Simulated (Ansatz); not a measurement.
The starting structures come from a database of crystals and need not be the phases stable at ambient conditions.

By PBEsol, the system below comes out a metal.

Without scattering a metal conducts by its projected Fermi surface.

Data:

```yaml
crystal:
  lattice:
    - [4.17882, 0.00000, 0.00000]
    - [0.00000, 5.90974, 0.00000]
    - [0.00000, 2.95487, 2.95487]
  atoms:
    - { symbol: Y, position: [0.00000, 0.00000, 0.00000] }
    - { symbol: B, position: [0.50000, 0.50000, 0.00000] }
    - { symbol: Rh, position: [0.50000, 0.00000, 0.50000] }
    - { symbol: Rh, position: [0.50000, 0.50000, 0.50000] }
    - { symbol: Rh, position: [0.00000, 0.50000, 0.00000] }
```

Space group of this cell: Pm-3m, cubic perovskite. The cell is taken as given; by PBEsol its mean pressure is -4.0 GPa.

The current flows along the normal of the first two printed cell vectors, the (110) plane of the conventional cell. No spin-orbit coupling; the value is a mean over 0.1 eV about the Fermi level.

Problem. Predict the ballistic conductance per area from PBEsol run with Ansatz (a quantum-chemistry and plane-wave program).

Solution. 0.61 × 10¹⁵ S/m² for both spins.
